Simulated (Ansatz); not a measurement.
Output of an Ansatz run (abridged):

```
WARN ansatz: RAYON_NUM_THREADS=1 ignored (pool sized by the plan → 1); use --threads N
Pseudopotentials: kind: paw
Pseudopotential: Mg, paw, valence charge 10
Pseudopotential: H, paw, valence charge 1
Crystal: 6 atoms, lattice volume = 62.232 Å³
Basis set: ecut = 420 eV, 1211 PW (Γ), exchange–correlation on 64×64×48 points (8 copies of the dense FFT grid, shifted against one another)
Bands: 18, of which v1, the nominal top of the filled ones, is band 12 counted from 1 (11 counted from 0)
Symmetry: 16 space group operations
Space group: P42/mnm (ITA 136), of the structure as read, at distance tolerance 4.0e-5 Å
k-points: 50 of 324
Initial density: superposition of atomic densities (neutral atoms: chi_scale 0, normalization atom), corrected by the library's trained network
Initial wavefunctions: pseudopotential atomic-orbital guess
Eigensolver: davidson
Functional: x = pbe(κ = 0.804, μ = 0.2195149727645171), c = pbe(β = 0.06672455060314922)
SCF iter   1: F=—  HF=-3912.184948 eV  |F-HF|=—  |Δ(HF+E_count)|=         —  Δρ=4.56e-4  dr2=5.97e-5  ethr=1.77e-3  ⟨swp⟩=4.9  Hψ=3775  notcnv=0  defer=193
all-band conjugate gradients solve this SCF's bands
preconditioner: auto → none
SCF iter   2: F=—  HF=-3912.184164 eV  |F-HF|=—  |Δ(HF+E_count)|=   7.84e-4  Δρ=2.45e-4  dr2=1.39e-5  ethr=2.49e-7  ⟨swp⟩=2.6  Hψ=2048  notcnv=0  defer=200
SCF iter   3: F=—  HF=-3912.184203 eV  |F-HF|=—  |Δ(HF+E_count)|=   3.92e-5  Δρ=1.06e-4  dr2=2.53e-6  ethr=5.80e-8  ⟨swp⟩=2.0  Hψ=1299  notcnv=0  defer=200
SCF iter   4: F=—  HF=-3912.184222 eV  |F-HF|=—  |Δ(HF+E_count)|=   1.95e-5  Δρ=2.08e-5  dr2=9.64e-8  ethr=1.06e-8  ⟨swp⟩=2.0  Hψ=1405  notcnv=0  defer=200
iter 5 did not close the SCF: its close was put off for the readings that it lacked (scf_convergence_deferred on its scf_iter line)
SCF iter   5: F=-3912.184223 eV  HF=-3912.184223 eV  |F-HF|=7.05e-10  |Δ(HF+E_count)|=   1.20e-7  Δρ=1.41e-6  dr2=6.37e-10  ethr=4.02e-10  ⟨swp⟩=2.0  Hψ=1411  notcnv=0  defer=200
SCF iter   6: F=-3912.184223 eV  HF=-3912.184223 eV  |F-HF|=0.00e0  |Δ(HF+E_count)|=  9.90e-10  Δρ=2.55e-7  dr2=1.43e-11  ethr=2.65e-12  ⟨swp⟩=6.1  Hψ=4104  notcnv=0
SCF 1 converged in 6 iterations: F = -3912.184223 eV  dr2 = 1.43e-11
SCF converged after 6 iterations
Free energy (F): -3912.184223 eV
Harris-Foulkes:  -3912.184223 eV  (|F-HF|=0.00e0)
Internal energy: -3912.184223 eV  (E = F + TS)
E sigma→0 (E₀):  -3912.184223 eV
Fermi energy:    1.727093 eV
--- Per-component energies (eV) ---
  E_band       = -754.905481
  E_kinetic    = 207.466251
  E_local      = -3461.096336  (includes V_loc(G=0)·N_el)
  E_nonlocal   = 195.943252
  E_hartree    = 1241.783610
  E_xc         = -94.858379
  E_vxc        = -122.415449  (∫ρ·V_xc dr)
  E_paw        = -586.728614  (= ΣΔE_a)
  E_vpaw       = -58.365094  (= ΣTr[D̂ρ^β])
  E_aug_tail   = -0.005145  (compensation charges beyond the density's cutoff)
  E_ewald      = -1414.688860
  E_smearing   = -0.000000  (= −TS)
  E_closure    = -0.000000  (closes the sum)
  Σ components = -3912.184223   (vs F -3912.184223, Δ=0.00e0)
--- Forces (eV/Å), atoms counted from 1 ---
  atom   1  Mg     0.00000000     0.00000000     0.00000000
  atom   2  Mg     0.00000000    -0.00000000     0.00000000
  atom   3  H     -0.00322788    -0.00322788     0.00000000
  atom   4  H      0.00322788     0.00322788     0.00000000
  atom   5  H      0.00322788    -0.00322788     0.00000000
  atom   6  H     -0.00322788     0.00322788     0.00000000
  max |Σ_I F_I| component: 2.60e-18 eV/Å
--- Stress (GPa, compression-positive) ---
       -0.502489       0.000000       0.000000
        0.000000      -0.502489       0.000000
        0.000000       0.000000      -0.904318
  P = ⅓ Tr σ = -0.6364 GPa (-6.364 kbar)
  The stress holds the Pulay correction. Without it, at fixed plane waves, as pw.x and ABINIT print it: P = -0.7574 GPa
--- Band table (eV; the first three rows and the last of 50) ---
  k-point 0: bands = ["-71.9006", "-71.8997", "-38.6685", "-38.6685", "-38.6485", "-38.6485", "-38.6302", "-38.6278", "-4.6336", "0.3003", "0.3003", "1.2896", "6.4759", "6.7027", "10.8258", "10.8258", "12.6489", "12.9005"]
  k-point 1: bands = ["-71.9003", "-71.8995", "-38.6680", "-38.6680", "-38.6482", "-38.6482", "-38.6339", "-38.6316", "-4.4500", "0.4215", "0.4215", "1.2945", "6.6773", "6.7735", "10.7635", "10.9361", "10.9361", "12.4826"]
  k-point 2: bands = ["-71.8996", "-71.8990", "-38.6666", "-38.6666", "-38.6477", "-38.6477", "-38.6431", "-38.6413", "-3.9072", "0.7594", "0.7594", "1.1613", "6.8089", "7.2811", "9.3544", "10.9075", "10.9075", "11.6868"]
  k-point 49: bands = ["-71.8981", "-71.8981", "-38.6642", "-38.6642", "-38.6599", "-38.6599", "-38.6468", "-38.6468", "-0.2197", "-0.2197", "0.7155", "0.7155", "5.7056", "5.7056", "6.0765", "6.0765", "14.5343", "14.5343"]
```

The structure:

```
CELL_PARAMETERS angstrom
      4.53220     0.00000     0.00000
      0.00000     4.53220     0.00000
      0.00000     0.00000     3.02965
ATOMIC_POSITIONS crystal
  Mg 0.50000 0.50000 0.50000
  Mg 0.00000 0.00000 0.00000
  H  0.69557 0.69557 0.00000
  H  0.30443 0.30443 0.00000
  H  0.80443 0.19557 0.50000
  H  0.19557 0.80443 0.50000
```

Q: Write an input that gives this output.

A: Other spellings and defaults could give the same log, and not every line can be read from it. The input that was run (DFT, PBE, plane waves, default PAW files):

Ansatz 0.2 input:
```yaml
crystal:
  lattice:
    - [4.532201, 0.000000, 0.000000]
    - [0.000000, 4.532201, 0.000000]
    - [0.000000, 0.000000, 3.029647]
  atoms:
    - { symbol: Mg, position: [0.500000, 0.500000, 0.500000] }
    - { symbol: Mg, position: [0.000000, 0.000000, 0.000000] }
    - { symbol: H, position: [0.695570, 0.695570, 0.000000] }
    - { symbol: H, position: [0.304430, 0.304430, 0.000000] }
    - { symbol: H, position: [0.804430, 0.195570, 0.500000] }
    - { symbol: H, position: [0.195570, 0.804430, 0.500000] }
basis:
  ecutwfc: 420.0 eV
kpoints:
  mp_grid:
    grid: [6, 6, 9]
hamiltonian:
  xc: pbe
  pseudopotentials:
    kind: paw
scf:
  occupations:
    method: fixed
output:
  forces: true
  eigenvalues: true
  stress: true
```

The starting cell comes from a database of computed structures (which also holds hypothetical and non-ambient phases and stackings), without a prior relaxation at this level. Its lattice was rescaled by a random factor within 2.5 % of one. Ansatz's pressure includes its estimate of the finite-basis (Pulay) stress. Another mesh or the band path of this cell gives a smaller gap, so this value is not converged in the mesh.

Ansatz is a quantum-chemistry and plane-wave program.
